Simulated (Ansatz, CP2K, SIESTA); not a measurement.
**Code comparison for MgSc (P1, 2 atoms in the cell)**

Self-consistent single point, at a second geometry (atoms moved at random). First geometry:

```
CELL_PARAMETERS angstrom
      3.66694     0.00000     0.00000
      0.00000     3.66694     0.00000
      0.00000     0.00000     3.66694
ATOMIC_POSITIONS crystal
  Mg 0.00000 0.00000 0.00000
  Sc 0.50000 0.50000 0.50000
```

Second geometry:
```
CELL_PARAMETERS angstrom
      3.66694     0.00000     0.00000
      0.00000     3.66694     0.00000
      0.00000     0.00000     3.66694
ATOMIC_POSITIONS crystal
  Mg 0.00869 0.01051 0.01143
  Sc 0.49131 0.48949 0.48857
```

Shared settings, as Ansatz (a quantum-chemistry and plane-wave program) writes them: kpoints.mp_grid.grid = 12 12 12; scf.occupations.method = fermi_dirac; scf.occupations.width = 0.1 eV. Potentials and cutoffs stand in the table.

| code | model | ΔF from the first geometry (meV/atom) | pressure (GPa) | largest force (eV/Å) | cutoff |
|---|---|---|---|---|---|
| SIESTA | LDA PW92, numerical atomic orbitals DZP, PseudoDojo LDA standard norm-conserving potentials (rewritten from UPF to PSML) | 12.9 | -4.82 | 0.399 | grid 300 Ry |
| Ansatz | LDA (PW92), PAW files made with PBE | 12.6 | -5.40 | 0.389 | 420 eV |
| CP2K | LDA (Pade form), GPW, TZVP-MOLOPT-SR-GTH basis, GTH-PADE potentials (GTH_POTENTIALS) | 12.3 | -5.08 | 0.381 | grid 600 Ry |

The spread over the programs that give each value: ΔF from the first geometry within 0.6 meV/atom; pressure within 0.58 GPa; largest force within 0.018 eV/Å.

SIESTA and CP2K use small atom-centred bases, whose incompleteness enters pressures, forces and empty levels differently from a plane-wave cutoff. Ansatz's pressure is given at a fixed set of plane waves, as the other plane-wave codes print theirs.

The starting cell comes from a database of computed structures (which also holds hypothetical and non-ambient phases and stackings), without a prior relaxation at this level. Its lattice was rescaled by a random factor within 2.5 % of one. For this run, on top of that: atoms moved at random.

Keys are those of Ansatz 0.2.
